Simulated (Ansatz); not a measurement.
**GePt (model structure, started from the MnP type, Pnma, No. 62, 8 atoms in the cell)**

All values below come from PBE (Ansatz, a quantum-chemistry and plane-wave program, plane waves, PAW).

Settings: plane-wave cutoff 500 eV, 8×12×6 k mesh (along the axes of the cell as run), Fermi–Dirac smearing 0.05 eV, scalar-relativistic PAW data made under PBE.

Cell (relaxed at this level):

```cif
data_Ge4Pt4
_chemical_formula_sum 'Pt4 Ge4'
_space_group_name_H-M_alt 'P 1'
_space_group_IT_number 1
_cell_length_a 5.82606
_cell_length_b 3.75040
_cell_length_c 6.17792
_cell_angle_alpha 90.000
_cell_angle_beta 90.000
_cell_angle_gamma 90.000
loop_
_space_group_symop_operation_xyz
  'x, y, z'
loop_
_atom_site_label
_atom_site_type_symbol
_atom_site_fract_x
_atom_site_fract_y
_atom_site_fract_z
_atom_site_occupancy
Pt1 Pt 0.49749 0.25000 0.69236 1
Pt2 Pt 0.99749 0.25000 0.80764 1
Pt3 Pt 0.50251 0.75000 0.30764 1
Pt4 Pt 0.00251 0.75000 0.19236 1
Ge1 Ge 0.68633 0.25000 0.08809 1
Ge2 Ge 0.18633 0.25000 0.41191 1
Ge3 Ge 0.31367 0.75000 0.91191 1
Ge4 Ge 0.81367 0.75000 0.58809 1
```

| Quantity | Result |
|---|---|
| band gap | none |

Spin–orbit coupling is not included.

The computed numbers hold no vibrational or temperature effects.

The result took about 5 core-minutes (a rough figure).

A model structure was made by putting elements into a prototype or built by hand; here it ended with the formula and space group of a phase in our tables.
